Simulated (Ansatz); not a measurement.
**Au, response to strain**

Take Au in the fcc (Cu type) structure (space group Fm-3m, No. 225; a = 4.083 Å; relaxed with 0.1 eV smearing) as the base. Axes: x, y, z lie along the cube axes.

Strains are applied to the cell and any free atomic positions relax.

The values are results of PBEsol (Ansatz, a quantum-chemistry and plane-wave program), no SOC, not measurements.

Notes on the quantities. energy relative to the base: free energy F.

| uniaxial strain ε_zz (%) | energy relative to the base (meV/atom) |
|---|---|
| 0 | 0.0 |
| 0.5 | 0.3 |
| 1 | 1.0 |
| 1.5 | 2.3 |
| 2 | ? |
| 2.5 | 6.1 |
| 3 | 8.7 |

**Question.** Fit ΔE = Aε² + Bε³ (ε in %) to the rows shown and predict the withheld row.

**Answer.** Least squares on the printed values gives A = 1.05 and B = -0.029 meV/atom (largest residual 0.0 meV/atom); this predicts 4.0 meV/atom, and the run gives 4.0 meV/atom, in agreement.

Whether these cells are dynamically stable was not tested.
